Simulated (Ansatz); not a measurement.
## Variants of one calculation on VCdCuO4 (Cmcm, 14 atoms in the cell)

```
VCdCuO4
1.0
    3.04451    -4.60198     0.00000
    3.04451     4.60198     0.00000
    0.00000     0.00000     6.56437
V Cd Cu O
2 2 2 8
Direct
  0.36588   0.63412   0.25000
  0.63412   0.36588   0.75000
  0.00000   0.00000   0.00000
  0.00000   0.00000   0.50000
  0.69394   0.30606   0.25000
  0.30606   0.69394   0.75000
  0.25867   0.74133   0.03079
  0.74133   0.25867   0.96921
  0.74133   0.25867   0.53079
  0.25867   0.74133   0.46921
  0.24773   0.28351   0.25000
  0.75227   0.71649   0.75000
  0.28351   0.24773   0.75000
  0.71649   0.75227   0.25000
```

Base run A: PBE0, default PAW files made with PBE run with Ansatz (a quantum-chemistry and plane-wave program), self-consistent single point.

Its settings: basis.ecutwfc = 420 eV; kpoints.mp_grid.grid = 2 2 2; hamiltonian.xc = pbe0; hamiltonian.pseudopotentials = {kind: paw} (the program's default PAW files); scf.occupations.method = fixed.

The starting cell comes from a database of computed structures (which also holds hypothetical and non-ambient phases and stackings), without a prior relaxation at this level. In the base run, with a pressure of about -9 GPa the cell is away from its equilibrium volume at this level. In the base run, forces exceed 1 eV/Å. Ansatz's pressure includes its estimate of the finite-basis (Pulay) stress.

ΔF is the free energy per atom less that of run A. A dash stands where there is no value to compare (another energy zero or no entropy term, no result, no spin, no clean gap, or a mesh too coarse for one). Absolute energies have different zeros for different potentials, functionals, Hubbard and dispersion terms and are not compared across them.

Runs D sample the zone with one or two k-points, far too few for so small a cell.

```csv
run,change,ΔF (meV/atom),pressure (GPa),largest force (eV/Å),gap on the mesh (eV),k-points
A,base,0.00,-8.60,1.971,2.998,6
B,hamiltonian.xc: pbe0 → pbesol [PBEsol],–,-8.53,0.712,1.117,6
C,hamiltonian.xc: pbe0 → hse06 [HSE06],–,-8.39,1.952,2.242,6
D,kpoints.mp_grid.grid: 2 2 2 → 1 1 1,-142.1,-12.01,1.804,4.407,1
E,kpoints.mp_grid.grid: 2 2 2 → 3 3 2,-0.62,-8.65,1.979,3.115,8
F,kpoints.mp_grid.grid: 2 2 2 → 3 3 2; kpoints.mp_grid.shift: default → 0.5 0.5 0.5,-1.58,-8.67,1.965,3.010,4
G,scf.convergence.dr2_threshold: default (1e-07 eV) → 0.001 eV,0.00,-8.60,1.971,2.998,6
H,scf.mixing.algorithm: default (the program chose MSR1) → anderson; scf.mixing.beta: default → 0.02,0.00,-8.60,1.971,2.998,6
I,scf.mixing.preconditioner: default (the program chose none) → local_kerker,0.00,-8.60,1.971,2.998,6
J,scf.eigensolver.kind: default (the program chose davidson) → davidson,0.00,-8.60,1.971,2.998,6
```

Run E against A: The free energy stays essentially unchanged (within 1 meV/atom), the pressure moves little (-8.60 to -8.65 GPa), the largest force hardly changes (1.971 to 1.979 eV/Å) and the gap on the mesh goes from 2.998 to 3.115 eV.

Run F against A: The free energy goes down by 1.6 meV/atom, the pressure moves little (-8.60 to -8.67 GPa), the largest force moves little (1.971 to 1.965 eV/Å) and the gap on the mesh goes from 2.998 to 3.010 eV.

Run D against A: The free energy drops by 142 meV/atom, the pressure goes from -8.60 to -12.01 GPa, the largest force goes from 1.971 to 1.804 eV/Å and the gap on the mesh goes from 2.998 to 4.407 eV.

Keys are those of Ansatz 0.2.
